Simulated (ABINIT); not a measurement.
# A self-consistent single point of LaAlH6 (R-3m, 8 atoms in the cell) with ABINIT

Method: LDA (PW92), PAW (JTH v2.0 LDA PAW) (plane waves; ABINIT).

Input:

```
# LaAlH6, JTH v2.0 LDA PAW
pp_dirpath "./"
pseudos "La.LDA_PW-JTH.xml, Al.LDA_PW-JTH.xml, H.LDA_PW-JTH.xml"
acell 4.3070529257 4.3070529257 4.3070529257 Angstrom
rprim
         0.7564336689    0.4367271824    0.4869060205
        -0.7564336689    0.4367271824    0.4869060205
        -0.0000000000   -0.8734543647    0.4869060205
natom 8
ntypat 3
znucl 57 13 1
typat 1 2 3 3 3 3 3 3
xcart
         0.0000000000   -0.0000000000    3.1456950000
         0.0000000000    0.0000000000    0.0000000000
         2.1115748606    1.2191183142    3.1952082393
        -2.1115748606   -1.2191183142    3.0961817607
        -2.1115748606    1.2191183142    3.1952082393
         2.1115748606   -1.2191183142    3.0961817607
         0.0000000000   -2.4382366284    3.1952082393
         0.0000000000    2.4382366284    3.0961817607
      Angstrom
ecut 816 eV
pawecutdg 1633 eV
pawxcdev 0
occopt 1
nband 12
kptopt 1
ngkpt 5 5 5
nshiftk 1
shiftk 0 0 0
nstep 60
toldfe 1.0e-09
diemac 12
prtwf 0
prtden 0
enunit 1
```

The program printed (abridged):

```
 Symmetries : space group R-3 m (#166); Bravais hR (rhombohedral)

 -outvars: echo values of preprocessed input variables --------
            acell      8.1391504694E+00  8.1391504694E+00  8.1391504694E+00 Bohr
           diemac      1.20000000E+01
             ecut      2.99874495E+01 Hartree
           enunit           1
              ixc       -1012
         kptrlatt        5    0    0      0    5    0      0    0    5
          kptrlen      4.06957523E+01
            natom           8
            nband          12
            ngfft          45      45      45
          ngfftdg          60      60      60
             nkpt          19
            nstep          60
             nsym          12
           ntypat           3
        pawecutdg      6.00116484E+01 Hartree
         pawxcdev           0
            rprim      7.5643366890E-01  4.3672718240E-01  4.8690602050E-01
                      -7.5643366890E-01  4.3672718240E-01  4.8690602050E-01
                      -0.0000000000E+00 -8.7345436470E-01  4.8690602050E-01
          spgroup         166
           toldfe      1.00000000E-09 Hartree
            typat      1  2  3  3  3  3  3  3
           useylm           1
             xred      4.9999999995E-01  4.9999999995E-01  5.0000000001E-01
                      -5.1380057616E-11 -5.1380057616E-11  5.8639944752E-12
                       9.3994999994E-01  2.9182999995E-01  2.9183000001E-01
                       6.0049999961E-02  7.0816999994E-01  7.0817000000E-01
                       2.9182999995E-01  9.3994999994E-01  2.9183000001E-01
                       7.0816999994E-01  6.0049999961E-02  7.0817000000E-01
                       2.9182999995E-01  2.9182999995E-01  9.3994999999E-01
                       7.0816999994E-01  7.0816999994E-01  6.0050000018E-02
            znucl       57.00000   13.00000    1.00000

== DATASET  1 ==================================================================

 Real(R)+Recip(G) space primitive vectors, cartesian coordinates (Bohr,Bohr^-1):
 R(1)=  6.1567275  3.5545883  3.9630014  G(1)=  0.0812120  0.0468878  0.0841113
 R(2)= -6.1567275  3.5545883  3.9630014  G(2)= -0.0812120  0.0468878  0.0841113
 R(3)=  0.0000000 -7.1091765  3.9630014  G(3)=  0.0000000 -0.0937755  0.0841113
 Unit cell volume ucvol=  5.2037294E+02 bohr^3
 Angles (23,13,12)=  9.83015975E+01  9.83015975E+01  9.83015975E+01 degrees

 Coarse grid specifications (used for wave-functions):

 getcut: wavevector=  0.0000  0.0000  0.0000  ngfft=  45  45  45
         ecut(hartree)=     29.987   => boxcut(ratio)=   2.19317

 Fine grid specifications (used for densities):

 getcut: wavevector=  0.0000  0.0000  0.0000  ngfft=  60  60  60
         ecut(hartree)=     60.012   => boxcut(ratio)=   2.11424

   1.21894803E+03                                ecore*ucvol(ha*bohr**3)

_setup2: Arith. and geom. avg. npw (full set) are    4083.032    4083.021

--- !BeginCycle
solver: {iscf: 17, nstep: 60, nline: 4, wfoptalg: 10, }
tolerances: {toldfe: 1.00E-09, }
...

     iter   Etot(hartree)      deltaE(h)  residm     nres2
 ETOT  1  -36.976127449663    -3.698E+01 6.625E-01 4.032E+01
 ETOT  2  -38.074422114464    -1.098E+00 1.081E-01 4.944E+01
 ETOT  3  -37.945808366654     1.286E-01 9.823E-03 1.978E+01
 ETOT  4  -37.867565181184     7.824E-02 2.709E-02 7.124E-01
 ETOT  5  -37.868784809997    -1.220E-03 1.592E-03 7.345E-02
 ETOT  6  -37.868768300875     1.651E-05 1.018E-03 5.783E-02
   [... 2 lines left out ...]
 ETOT  9  -37.868610513884     5.927E-06 6.526E-05 6.359E-05
 ETOT 10  -37.868610506681     7.203E-09 1.355E-04 6.537E-06
 ETOT 11  -37.868610502046     4.635E-09 2.817E-04 1.540E-07
 ETOT 12  -37.868610501925     1.206E-10 4.505E-04 2.921E-08
 ETOT 13  -37.868610501864     6.120E-11 6.566E-04 4.022E-09

 At SCF step   13, etot is converged :
  for the second time, diff in etot=  6.120E-11 < toldfe=  1.000E-09

 Cartesian components of stress tensor (hartree/bohr^3)
  sigma(1 1)=  9.21835952E-05  sigma(3 2)= -3.14480213E-13
  sigma(2 2)=  9.21835951E-05  sigma(3 1)=  0.00000000E+00
  sigma(3 3)=  9.11173895E-05  sigma(2 1)=  0.00000000E+00

 ----iterations are completed or convergence reached----

 reduced coordinates (array xred) for    8 atoms
       0.499999999949      0.499999999949      0.500000000006
      -0.000000000051     -0.000000000051      0.000000000006
       0.939949999937      0.291829999954      0.291830000011
       0.060049999961      0.708169999943      0.708170000001
       0.291829999954      0.939949999937      0.291830000011
       0.708169999943      0.060049999961      0.708170000001
       0.291829999954      0.291829999954      0.939949999994
       0.708169999943      0.708169999943      0.060050000018
 cartesian forces (eV/Angstrom) at end:
    1     -0.00000000000000    -0.00000000000000    -0.00000000000000
    2     -0.00000000000000    -0.00000000000000    -0.00000000000000
    3     -0.12881628445553    -0.07437211650587     0.14313824846905
    4      0.12881628445553     0.07437211650587    -0.14313824846905
    5      0.12881628445553    -0.07437211650587     0.14313824846905
    6     -0.12881628445553     0.07437211650587    -0.14313824846905
    7     -0.00000000000000     0.14874423301174     0.14313824845377
    8     -0.00000000000000    -0.14874423301174    -0.14313824845377
 frms,max,avg= 1.0321507E-01 1.4874423E-01   0.000E+00  0.000E+00  0.000E+00 e/A
 length scales=  8.139150469417  8.139150469417  8.139150469417 bohr
              =  4.307052925700  4.307052925700  4.307052925700 angstroms
 Fermi (or HOMO) energy (eV) =   1.93901   Average Vxc (eV)=  -9.85070
 Eigenvalues (   eV  ) for nkpt=  19  k points:
 kpt#   1, nband= 12, wtk=  0.00800, kpt=  0.0000  0.0000  0.0000 (reduced coord)
 -29.08410  -12.87866  -12.62781  -12.62781   -5.73531   -0.17373   -0.17373    0.33814
   0.33814    0.44672    4.33873    5.68678
 prteigrs : prtvol=0 or 1, do not print more k-points.

--- !EnergyTerms
comment             : Components of total free energy in Hartree
kinetic             :  1.36674308206409E+01
hartree             :  5.12628058494372E+00
xc                  : -1.35119070515715E+01
Ewald energy        : -3.15544581090277E+01
psp_core            :  2.34245086100074E+00
local_psp           : -1.54230031556797E+01
spherical_terms     :  1.48461203058106E+00
total_energy        : -3.78685940191125E+01
total_energy_eV     : -1.03045684809257E+03
...

-Cartesian components of stress tensor (GPa)         [Pressure= -2.7017E+00 GPa]
- sigma(1 1)=  2.71213455E+00  sigma(3 2)= -9.25232574E-09
- sigma(2 2)=  2.71213455E+00  sigma(3 1)=  0.00000000E+00
- sigma(3 3)=  2.68076570E+00  sigma(2 1)=  0.00000000E+00

 Calculation completed.
```

The run converged in 13 iterations.

The starting cell comes from a database of computed structures (which also holds hypothetical and non-ambient phases and stackings), without a prior relaxation at this level.

Cost on one core of a shared machine: roughly 60 s.
